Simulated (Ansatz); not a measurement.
Functionals compared on a constructed model of the (100) surface of fcc Ir, a pseudomorphic layer of Sn in the host's stacking (bottom of the slab: a bare face, its two planes held), in Ansatz (plane waves, PAW). The structure was relaxed with PBE; the other rows are single points on it. Cutoff 420 eV (500 eV for r2SCAN).

Set-up: 7 atoms, 11.9 Å thick at the start; mesh 14x14x1; 0.1 eV smearing; dipole correction on; 2 atoms held, the rest relaxed; start symmetry kept, larger cells not searched; no spin, no spin-orbit, no U. It is one candidate, not shown to be the stable structure of the face. These notes are the PBE run's.

```csv
functional,work function of the top face (eV),rough cost of the single point
PBE,3.87,–
RPBE,3.76,roughly 40 core-seconds
r2SCAN,___,about 70 core-seconds (a rough figure)
```

Question: What belongs in the gaps?

Answer: 
- r2SCAN, work function of the top face (eV): 3.98

Ansatz is a program for electronic structure.
